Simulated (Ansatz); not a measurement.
# InSe (C2/m, No. 12, 4 atoms in the cell; start mp-21405; a measured phase of this formula has another space group): band gap by level of theory

No measured value is used here.

```json
[
 {"level (code)": "r²SCAN+rVV10 (Ansatz)", "value (eV)": "1.35", "cell (Å³/atom)": "26.64"},
 {"level (code)": "dielectric-dependent PBEsol hybrid (Ansatz)", "value (eV)": "1.07", "cell (Å³/atom)": "25.79"},
 {"level (code)": "HSE06 (Ansatz)", "value (eV)": "1.42", "cell (Å³/atom)": "25.79"},
 {"level (code)": "PBE0 (Ansatz)", "value (eV)": "(withheld)", "cell (Å³/atom)": "25.79"},
 {"level (code)": "r²SCAN0 (Ansatz)", "value (eV)": "2.26", "cell (Å³/atom)": "25.79"}
]
```

**Question.** Fill in the missing entries.

**Answer.** 
- PBE0 (Ansatz, a quantum-chemistry and plane-wave program), value (eV): 2.00

Computed values are for a static lattice. Spin–orbit coupling is included only where a level's name says +SOC; with heavier elements it mostly lowers gaps and can invert bands.  Values are at the PBEsol cell; r²SCAN+rVV10 at the level's own equilibrium cell. Cutoffs and k meshes differ between the levels. Ansatz's density-functional and Hartree–Fock values are scalar-relativistic unless marked +SOC, with PAW data made under PBE.

A start named mp-… is a Materials Project structure, which need not be a measured phase.
